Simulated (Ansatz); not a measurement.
Base system: LaN in the zinc blende structure (space group F-43m, No. 216; a = 5.5465 Å; a hypothetical phase, not in the database extracts checked).

Levels (all Ansatz, a first-principles code, PAW): PBEsol (420 eV, without spin-orbit coupling); HSE06 (420 eV, without spin-orbit coupling).

The geometry is relaxed with PBEsol.

```
Property          Result
---------------  -------
PBEsol band gap  1.07 eV
```

With HSE06 at the same geometry, the band gap rises by 1.13 eV (1.07 eV → 2.20 eV).

Single points use the geometry relaxed with PBEsol. The hybrid gap comes from the SCF mesh plus the semilocal run's edge points and a few special points and is an upper bound. Stability against distortions was not tested.
